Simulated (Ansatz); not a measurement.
The reference is BP in the zinc blende structure (space group F-43m, No. 216; a = 4.491 Å).

The values are results of Ansatz (a quantum-chemistry and plane-wave program) LDA, spin-orbit coupling left out, not measurements.

Strains are applied to the cell and any free atomic positions relax.

One change was made to it. Results:

```csv
quantity,base,after
energy relative to the base (free energy F),0 meV/atom,+55 meV/atom
smallest direct gap,3.43 eV,3.60 eV
band gap,1.14 eV,1.02 eV
"hole mass (degenerate bands, along [100])","0.25, 0.25, 0.36 mₑ (at Γ)","0.24, 0.24, 0.41 mₑ (at Γ)"
```

Task: Name the change that was made.
A. isotropic strain +2.50 %
B. isotropic strain −2.50 %
C. isotropic strain +0.50 %
D. isotropic strain −3.00 %
E. isotropic strain −0.50 %

Result: D, isotropic strain −3.00 %. For comparison, the energy relative to the base in the other runs: isotropic strain +0.50 % gives +1.4 meV/atom; isotropic strain +2.50 % gives +33 meV/atom; isotropic strain −2.50 % gives +37 meV/atom; isotropic strain −0.50 % gives +1.4 meV/atom.

Effective masses come from finite differences of ±0.01 Å⁻¹. No phonon test of stability was made.
